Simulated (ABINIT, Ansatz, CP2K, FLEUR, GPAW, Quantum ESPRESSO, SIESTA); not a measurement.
BaAl₂Ga₂ (I4/mmm, 5 atoms in the cell) computed with different codes at matched settings

Self-consistent single point.

```yaml
crystal:
  lattice:
    - [-2.25718, 2.25718, 5.57623]
    - [2.25718, -2.25718, 5.57623]
    - [2.25718, 2.25718, -5.57623]
  atoms:
    - { symbol: Ba, position: [0.00000, 0.00000, 0.00000] }
    - { symbol: Al, position: [0.75000, 0.25000, 0.50000] }
    - { symbol: Al, position: [0.25000, 0.75000, 0.50000] }
    - { symbol: Ga, position: [0.37971, 0.37971, 0.00000] }
    - { symbol: Ga, position: [0.62029, 0.62029, 0.00000] }
```

All programs got the same cell, k-point mesh and kind of occupations (in Ansatz's words: kpoints.mp_grid.grid = 7 7 7; scf.occupations.method = gaussian; scf.occupations.width = 0.0073 Ry); potentials, basis and cutoffs are each program's usual ones.

```csv
code,model,pressure (GPa),largest force (eV/Å),k-points,cutoff
CP2K,"PBEsol, GPW, DZVP-MOLOPT-SR-GTH basis, GTH-PBE potentials (GTH_POTENTIALS)",-1.04,0.042,172,grid 600 Ry
FLEUR,"PBEsol, all-electron FLAPW (FLEUR), scalar-relativistic valence",–,0.106,40,Kmax 4.4 1/bohr
Quantum ESPRESSO,"PBEsol, PseudoDojo standard norm-conserving (PBESOL) pseudopotentials",-2.16,0.098,40,80 Ry
ABINIT,"PBEsol, norm-conserving pseudopotentials (PseudoDojo nc-sr-04 PBEsol standard)",-2.16,0.098,40,80 Ry
GPAW,"PBEsol, GPAW PAW datasets PBEsol (made by gpaw-setup)",-1.41,0.152,40,600 eV
Ansatz,"PBEsol, PAW files made with PBE",-2.15,0.101,40,30.9 Ry
SIESTA,"GGA PBEsol, numerical atomic orbitals DZP, PseudoDojo PBEsol standard norm-conserving potentials (rewritten from UPF to PSML)",1.29,0.278,172,grid 300 Ry
```

A dash marks a value that a program does not give, or that is left out as unsure.

The spread over the programs that give each value: pressure within 3.45 GPa; largest force within 0.236 eV/Å.

The starting cell comes from a database of computed structures (which also holds hypothetical and non-ambient phases and stackings), without a prior relaxation at this level. Its lattice was rescaled by a random factor within 2.5 % of one.

Q: Why do the programs differ, and what cannot be compared?

A: Differences of this kind can come from the potentials, where these differ, and from what each basis and cutoff leave unconverged. The valence holds different numbers of electrons (CP2K 42, FLEUR 42, Quantum ESPRESSO 42, ABINIT 42, GPAW 22, Ansatz (a program for electronic structure) 42, SIESTA 42). The zero of total energies and Fermi levels follows the potentials and each program's conventions, so they are not compared here. CP2K and SIESTA use small atom-centred bases, whose incompleteness enters pressures, forces and empty levels differently from a plane-wave cutoff. FLEUR treats all electrons, but the usual bases taken here (sphere radii, linearisation, local orbitals, empty states) were not tested for convergence, so the values are no reference for the others. Ansatz's pressure is given at a fixed set of plane waves, as the other plane-wave codes print theirs. Ansatz's smearing width was typed in Ry to four decimals, so it matches the others to a few per cent. The programs reduce the same mesh by symmetry to different extents, which changes the work and not the result. In the pressure, CP2K (by 1.11) and SIESTA (by 3.44) lie more than 1 GPa from the median of the plane-wave programs. In the force vectors, SIESTA (by 0.377) lies more than 0.08 eV/Å from the median of the plane-wave programs.

Left out of this page: Elk (not drawn, or without a comparable value).

Keys are those of Ansatz 0.2.
